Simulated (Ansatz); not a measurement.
We consider Al12W (Im-3, No. 204), described by PBEsol (plane waves, PAW; Ansatz, a first-principles code).

Numerical settings: plane-wave cutoff 520 eV, 10×10×10 k mesh, Fermi–Dirac smearing 0.05 eV, no spin polarisation, scalar-relativistic PAW data made under PBE.

Energies at three volumes about the minimum:

```tsv
V (Å³/atom)	E − E_lowest (meV/atom)
16.144	2.09
16.473	0.00
16.803	1.90
```

Q: Fit a parabola by hand: where is the minimum, what lattice constant follows, and what is the bulk modulus?

A: Slopes: (0.00 − 2.09)/(16.473 − 16.144) = -6.353 and (1.90 − 0.00)/(16.803 − 16.473) = 5.758 meV/Å³. Curvature E″ = 2 × (5.758 − (-6.353))/(16.803 − 16.144) = 36.756 meV/Å⁶. From the middle of the first interval, the slope vanishes at V0 = 16.3085 − (-6.353)/36.756 = 16.481 Å³/atom. B = V0 E″ = 16.481 × 36.756 meV/Å³ × 0.1602 GPa per meV/Å³ = 97.1 GPa. With 26 atoms in the cube, a = (26 × 16.481)^(1/3) = 7.539 Å. The full Birch–Murnaghan fit to all volumes gives V0 = 16.475 Å³/atom and B0 = 96.9 GPa.

Measured, for comparison: equilibrium volume per atom 16.75 Å³/atom (temperature not stated, no zero-point or thermal correction, from a published cell, temperature and pressure not stated; as tabulated in J. Adam and J. B. Rich, Acta Crystallographica 7, 813 (1954)). Computed less measured: equilibrium volume per atom -1.6 %. A static lattice is as a rule a little smaller and stiffer than an uncorrected measurement, which can account for part of this in the equilibrium volume per atom.
